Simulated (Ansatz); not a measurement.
Ansatz (a program for electronic structure) run on Na2Zn2S3 (P2_1/c, 14 atoms in the cell): relaxation of cell and atoms.

Computed with PBEsol, default PAW files made with PBE (plane waves; Ansatz).

```yaml
crystal:
  lattice:
    - [7.01545, 0.00000, 0.00000]
    - [0.00000, 7.06604, 0.00000]
    - [-3.31221, 0.00000, 6.21052]
  atoms:
    - { symbol: Na, position: [0.85509, 0.83700, 0.59871] }
    - { symbol: Na, position: [0.14491, 0.16300, 0.40129] }
    - { symbol: Na, position: [0.14491, 0.33700, 0.90129] }
    - { symbol: Na, position: [0.85509, 0.66300, 0.09871] }
    - { symbol: Zn, position: [0.65878, 0.11774, 0.93104] }
    - { symbol: Zn, position: [0.34122, 0.88226, 0.06896] }
    - { symbol: Zn, position: [0.34122, 0.61774, 0.56896] }
    - { symbol: Zn, position: [0.65878, 0.38226, 0.43104] }
    - { symbol: S, position: [0.63533, 0.40611, 0.75871] }
    - { symbol: S, position: [0.36467, 0.59389, 0.24129] }
    - { symbol: S, position: [0.36467, 0.90611, 0.74129] }
    - { symbol: S, position: [0.63533, 0.09389, 0.25871] }
    - { symbol: S, position: [0.00000, 0.00000, 0.00000] }
    - { symbol: S, position: [0.00000, 0.50000, 0.50000] }
```

Reference input (self-consistent single point, DFT, PBEsol, plane waves, default PAW files made with PBE): basis.ecutwfc = 420 eV; kpoints.mp_grid.grid = 3 3 3; hamiltonian.xc = pbesol; hamiltonian.pseudopotentials = {kind: paw} (the program's default PAW files); scf.occupations.method = gaussian; scf.occupations.width = 0.05 eV. This run's input differs from it in these lines:

```diff
@@ -30,2 +30,4 @@
   occupations: { method: gaussian, width: 0.05 }
+relax:
+  cell: { p_target: 2.0 GPa }
 output:
```

Output (repeated stretches shortened):

```
   [... SCF lines of the steps left out ...]
relax step   1: F+E_penalty+E_count = -24349.02420903 eV  Δ(F+E_penalty+E_count) = +0.000e0 eV  max|allowed force component| = 1.220e-1 eV/Å  Δτ_max = 0.0000 Å  P = -2.108 GPa  Ω = 307.864 Å³  (8 SCF iters, dr2 threshold 1.00e-7 eV, accepted)
relax step   2: F+E_penalty+E_count = -24349.10817649 eV  Δ(F+E_penalty+E_count) = -8.397e-2 eV  max|allowed force component| = 4.527e-2 eV/Å  Δτ_max = 0.0599 Å  P = +0.665 GPa  Ω = 289.121 Å³  energy of the carried Pulay correction = +3.774e-3 eV  [...]
   [... lines left out ...]
relax step   8: F+E_penalty+E_count = -24349.03790459 eV  Δ(F+E_penalty+E_count) = +8.429e-4 eV  max|allowed force component| = 3.128e-3 eV/Å  Δτ_max = 0.0067 Å  P = +2.002 GPa  Ω = 281.032 Å³  energy of the carried Pulay correction = +6.414e-5 eV  [...]
relax step   9: F+E_penalty+E_count = -24349.03783432 eV  Δ(F+E_penalty+E_count) = +7.027e-5 eV  max|allowed force component| = 3.130e-3 eV/Å  Δτ_max = 0.0000 Å  P = +2.002 GPa  Ω = 281.032 Å³  stress off target by 1.52e-2 GPa  SCF on the basis [...]
basis re-selected at this cell: Δ(F+E_penalty+E_count) = +7.027e-5 eV, ΔP = +0.000 GPa vs the last step
the relaxation is at rest under the 4 symmetry operations that the run kept from its start: a minimum is not shown …
Stability not checked: this state was not tested for a lower state beside it, because too few of the mixer's solves of this state at the end of the SCF gave a …
Free energy (F): -24349.037834 eV
Internal energy: -24349.037834 eV  (E = F + TS)
   [... lines left out ...]
Fermi energy:    5.842082 eV
  cell:  # Å, volume = 281.0324 Å³
   [... lines left out ...]
    - { symbol: S, position: [0.36139930593819153, 0.9098866178598998, 0.7315699956311856] }
    - { symbol: S, position: [0.6386006940618083, 0.09011338214009995, 0.2684300043688141] }
    - { symbol: S, position: [-1.7220717416430251e-19, -1.2110685641103493e-19, 2.3039689276116835e-34] }
    - { symbol: S, position: [2.7755575615628914e-17, 0.49999999999999994, 0.5] }
```

The run converged. 

Summary of the result:
- Free energy E − TS (on the zero of these files) = -24349.0378 eV
- Top of the valence band (on the code's own zero) = 4.74 eV
- Gap on the k-point mesh = 2.20 eV
- Pressure = 2.00 GPa
- Largest force (vector length) = 0.003 eV/Å
- Final cell = a = 6.7529 Å, b = 6.9620 Å, c = 6.7642 Å, α = 90.00°, β = 117.90°, γ = 90.00°
- Final volume per atom = 20.07 Å³
- Relaxation steps = 9

The starting cell comes from a database of computed structures (which also holds hypothetical and non-ambient phases and stackings), without a prior relaxation at this level. Its lattice was rescaled by a random factor within 2.5 % of one. The relaxation keeps the symmetry of its start, so its end need not be a minimum. Ansatz's pressure includes its estimate of the finite-basis (Pulay) stress.

Cost on one core of a shared machine: roughly 2 min.

Keys are those of Ansatz 0.2.
